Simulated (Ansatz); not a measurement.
Si on the N site (Si_N) in beta Si3N4 (start: the N(2,3-fold) site; 84-site cell, 2×2×2 shifted sampling), charge +1. Level of theory: PBE, PAW (plane waves to 420 eV; Ansatz, a program for electronic structure).

```
Quantity                                              Result
--------------------------------------------  --------------
total energy of the defect cell               -41664.3931 eV
total energy of the perfect cell              -41410.8991 eV
μ(Si) in silicon, atoms added +1                -635.8098 eV
μ(N) in N2 molecule in a box, atoms added −1    -384.0131 eV
Δμ(Si), Si-rich                                     0.000 eV
Δμ(N), Si-rich                                     -1.856 eV
valence-band maximum on the cell's zero             8.028 eV
image correction with alignment                     0.294 eV
Fermi level above the maximum                        1.40 eV
```

Problem. Work out the formation energy.

Solution. E_f = E(defect) − E(perfect) − Σ n μ + q (E_VBM + E_F) + E_corr = -253.494 − (-249.941) + (9.428) + (0.294) = 6.17 eV.
